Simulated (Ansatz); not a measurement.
The starting structures come from a database of crystals and need not be the phases stable at ambient conditions.

## Evanescent states of AlPO4 (I-4, not sure to be the ambient phase, 6 atoms a cell, 15.5 Å³ an atom, 3 GPa at this level) along the normal of (001)

Calculation: PBEsol (plane waves, PAW; Ansatz, a program for electronic structure).

No gap correction and no spin-orbit coupling; mid-gap values are interpolated between computed energies.

Energies count from the valence-band top; κ is the least over a 6×6 mesh across the current.

```
E (eV)  κ (1/Å)  where
------  -------  -----
0.14      0.307      Γ
0.41      0.471      Γ
0.68      0.559      Γ
0.94      0.576      Γ
1.22      0.577      Γ
1.49      0.577      Γ
1.75        ___      Γ
2.02        ___      Γ
2.29        ___      Γ
2.56        ___      Γ
2.83        ___      Γ
3.10        ___      Γ
3.38        ___      Γ
3.65        ___      Γ
3.92        ___      Γ
4.18        ___      Γ
4.46        ___      Γ
4.72      0.380      Γ
5.00      0.336      Γ
5.26      0.282      Γ
5.54      0.209      Γ
5.80      0.072      Γ
```

Problem. What belongs in the gaps?

Solution. 
- 1.75, κ (1/Å): 0.575
- 2.02, κ (1/Å): 0.570
- 2.29, κ (1/Å): 0.564
- 2.56, κ (1/Å): 0.555
- 2.83, κ (1/Å): 0.544
- 3.10, κ (1/Å): 0.530
- 3.38, κ (1/Å): 0.514
- 3.65, κ (1/Å): 0.495
- 3.92, κ (1/Å): 0.472
- 4.18, κ (1/Å): 0.446
- 4.46, κ (1/Å): 0.416
